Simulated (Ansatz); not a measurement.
# Carrier properties of HfO2 (P2_1/c)

```xyz
12
Lattice="5.0957 0.0000 -0.0019 0.0000 5.1770 0.0000 -0.8784 0.0000 5.1970" Properties=species:S:1:pos:R:3 pbc="T T T"
Hf     0.7902     2.3661     3.6799
Hf     3.4271     2.8109     1.5152
Hf     2.9879     4.9546     4.1137
Hf     1.2294     0.2224     1.0814
O      1.4176     3.8404     5.0922
O      2.7997     1.3366     0.1029
O      2.3605     1.2519     2.7014
O      1.8568     3.9251     2.4937
O      0.0634     1.7462     1.7716
O      4.1538     3.4308     3.4235
O      4.5930     4.3347     0.8250
O     -0.3758     0.8423     4.3701
```

All values below come from r2SCAN, rigid bands (plane waves, PAW, scalar-relativistic; Ansatz, a quantum-chemistry and plane-wave program). Condition of this run: functional r2SCAN on the same cell. How the cell was made: cell and atoms relaxed with PBEsol.

band gap: 4.58 eV
electron conductivity mass (300 K, dilute): 1.11 (x), 1.23 (y), 3.2 (z) mₑ
hole conductivity mass (300 K, dilute): 14.1 (x), 1.43 (y), 2.4 (z) mₑ
effective density of states N_c (300 K): 6.0e19 cm⁻³
effective density of states N_v (300 K): 1.9e20 cm⁻³
density-of-states mass, electrons: 1.78 mₑ
density-of-states mass, holes: 3.9 mₑ
Seebeck coefficient, n-type 1e19 cm⁻³, 300 K: -368 μV/K
best n-type power factor at 300 K for τ = 10 fs (best axis; densities from 1e16 to 1e21 cm⁻³ tried, whether or not they can be reached): 11.2 μW/(cm·K²) at 3e20 cm⁻³
Seebeck coefficient, p-type 1e19 cm⁻³, 300 K: 469 μV/K
best p-type power factor at 300 K for τ = 10 fs (best axis; densities from 1e16 to 1e21 cm⁻³ tried, whether or not they can be reached): 26 μW/(cm·K²) at 3e20 cm⁻³

Rigid bands; masses and Seebeck coefficients take one relaxation time τ for all states and one kind of carrier; polarons and phonon drag are left out. Spin-orbit coupling is left out; with 5d elements it also splits d-like band edges. Geometry: cell and atoms relaxed with PBEsol.
